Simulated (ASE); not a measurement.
Pair distribution function (Al-As) of AlAs (zinc blende), cell Al32As32, begun in the crystal structure [in the run: it stayed crystalline; mean temperature 308 K (target 300 K); density 3.60 g/cm³, volume +4 % from the start crystal's], from MD at 308 K. All values below come from the machine-learned potential CHGNet 0.3.0 in ASE. Volume per atom 23.53 Å³, mean pressure -0.1 GPa. 

```json
[
 {"r (Å)": "1.58", "g(r)": "0.00"},
 {"r (Å)": "1.62", "g(r)": "0.00"},
 {"r (Å)": "1.66", "g(r)": "0.00"},
 {"r (Å)": "1.70", "g(r)": "0.00"},
 {"r (Å)": "1.74", "g(r)": "0.00"},
 {"r (Å)": "1.78", "g(r)": "0.00"},
 {"r (Å)": "1.82", "g(r)": "0.00"},
 {"r (Å)": "1.86", "g(r)": "0.00"},
 {"r (Å)": "1.90", "g(r)": "0.00"},
 {"r (Å)": "1.94", "g(r)": "0.00"},
 {"r (Å)": "1.98", "g(r)": "0.00"},
 {"r (Å)": "2.02", "g(r)": "0.00"},
 {"r (Å)": "2.06", "g(r)": "0.00"},
 {"r (Å)": "2.10", "g(r)": "0.00"},
 {"r (Å)": "2.14", "g(r)": "0.00"},
 {"r (Å)": "2.18", "g(r)": "0.00"},
 {"r (Å)": "2.22", "g(r)": "0.01"},
 {"r (Å)": "2.26", "g(r)": "0.08"},
 {"r (Å)": "2.30", "g(r)": "0.49"},
 {"r (Å)": "2.34", "g(r)": "2.19"},
 {"r (Å)": "2.38", "g(r)": "5.26"},
 {"r (Å)": "2.42", "g(r)": "9.05"},
 {"r (Å)": "2.46", "g(r)": "11.7"},
 {"r (Å)": "2.50", "g(r)": "11.5"},
 {"r (Å)": "2.54", "g(r)": "8.82"},
 {"r (Å)": "2.58", "g(r)": "5.70"},
 {"r (Å)": "2.62", "g(r)": "3.18"},
 {"r (Å)": "2.66", "g(r)": "1.45"},
 {"r (Å)": "2.70", "g(r)": "0.54"},
 {"r (Å)": "2.74", "g(r)": "0.25"},
 {"r (Å)": "2.78", "g(r)": "0.07"},
 {"r (Å)": "2.82", "g(r)": "0.03"},
 {"r (Å)": "2.86", "g(r)": "0.01"},
 {"r (Å)": "2.90", "g(r)": "0.00"},
 {"r (Å)": "2.94", "g(r)": "0.00"},
 {"r (Å)": "2.98", "g(r)": "0.00"},
 {"r (Å)": "3.02", "g(r)": "0.00"},
 {"r (Å)": "3.06", "g(r)": "0.00"},
 {"r (Å)": "3.10", "g(r)": "0.00"},
 {"r (Å)": "3.14", "g(r)": "0.00"},
 {"r (Å)": "3.18", "g(r)": "0.00"},
 {"r (Å)": "3.22", "g(r)": "0.00"},
 {"r (Å)": "3.26", "g(r)": "0.00"},
 {"r (Å)": "3.30", "g(r)": "0.00"},
 {"r (Å)": "3.34", "g(r)": "0.00"},
 {"r (Å)": "3.38", "g(r)": "0.00"},
 {"r (Å)": "3.42", "g(r)": "0.00"},
 {"r (Å)": "3.46", "g(r)": "0.00"},
 {"r (Å)": "3.50", "g(r)": "0.00"},
 {"r (Å)": "3.54", "g(r)": "0.00"},
 {"r (Å)": "3.58", "g(r)": "0.00"},
 {"r (Å)": "3.62", "g(r)": "0.00"},
 {"r (Å)": "3.66", "g(r)": "0.00"},
 {"r (Å)": "3.70", "g(r)": "0.00"},
 {"r (Å)": "3.74", "g(r)": "0.00"},
 {"r (Å)": "3.78", "g(r)": "0.00"},
 {"r (Å)": "3.82", "g(r)": "0.00"},
 {"r (Å)": "3.86", "g(r)": "0.00"},
 {"r (Å)": "3.90", "g(r)": "0.00"},
 {"r (Å)": "3.94", "g(r)": "0.00"},
 {"r (Å)": "3.98", "g(r)": "0.00"},
 {"r (Å)": "4.02", "g(r)": "0.00"},
 {"r (Å)": "4.06", "g(r)": "0.00"},
 {"r (Å)": "4.10", "g(r)": "0.02"},
 {"r (Å)": "4.14", "g(r)": "0.04"},
 {"r (Å)": "4.18", "g(r)": "0.04"},
 {"r (Å)": "4.22", "g(r)": "0.09"},
 {"r (Å)": "4.26", "g(r)": "0.18"},
 {"r (Å)": "4.30", "g(r)": "0.28"},
 {"r (Å)": "4.34", "g(r)": "0.43"},
 {"r (Å)": "4.38", "g(r)": "0.66"},
 {"r (Å)": "4.42", "g(r)": "0.94"},
 {"r (Å)": "4.46", "g(r)": "1.34"},
 {"r (Å)": "4.50", "g(r)": "1.75"},
 {"r (Å)": "4.54", "g(r)": "2.16"},
 {"r (Å)": "4.58", "g(r)": "2.78"},
 {"r (Å)": "4.62", "g(r)": "3.34"},
 {"r (Å)": "4.66", "g(r)": "3.86"},
 {"r (Å)": "4.70", "g(r)": "4.27"},
 {"r (Å)": "4.74", "g(r)": "4.26"},
 {"r (Å)": "4.78", "g(r)": "4.25"},
 {"r (Å)": "4.82", "g(r)": "3.99"},
 {"r (Å)": "4.86", "g(r)": "3.53"},
 {"r (Å)": "4.90", "g(r)": "2.98"},
 {"r (Å)": "4.94", "g(r)": "2.45"},
 {"r (Å)": "4.98", "g(r)": "1.92"},
 {"r (Å)": "5.02", "g(r)": "1.37"},
 {"r (Å)": "5.06", "g(r)": "0.97"},
 {"r (Å)": "5.10", "g(r)": "0.75"},
 {"r (Å)": "5.14", "g(r)": "0.49"}
]
```

From these data, give where the first shell ends and the number of neighbours in it.

g is nil from 2.9 to 4.1 Å, so any cut there serves; 4.0 As round each Al and 4.0 Al round each As in the shell, from n = 4πρ∫r²g(r)dr.
